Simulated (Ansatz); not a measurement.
Here is the system:

```yaml
crystal:
  lattice:
    - [3.31117, 0.00000, 0.00000]
    - [1.65558, 2.86756, 0.00000]
    - [0.00000, 0.00000, 5.07965]
  atoms:
    - { symbol: Zr, position: [0.66667, 0.66667, 0.75000] }
    - { symbol: Zr, position: [0.33333, 0.33333, 0.25000] }
```

No spin polarisation.

Method: DFT with PBE, PAW potentials and a 420 eV plane-wave cutoff in Ansatz (an electronic-structure program), without spin-orbit coupling. k-mesh 21×21×11 (Γ-centred); smearing 0.1 eV (Fermi–Dirac).

Problem. Estimate the band gap.

Solution. Zero.

Problem. Predict the pressure (mean of the normal stresses, compression positive).

Solution. -2.5 GPa.

The cells carry an imposed strain or load. Whether these cells are dynamically stable was not tested. The final runs are not spin-polarised. The cell was made from Zr in the hcp (Mg type) structure (space group P6_3/mmc, No. 194) by this change: biaxial strain +2.50 %, plane normal [001], relaxed out of plane.
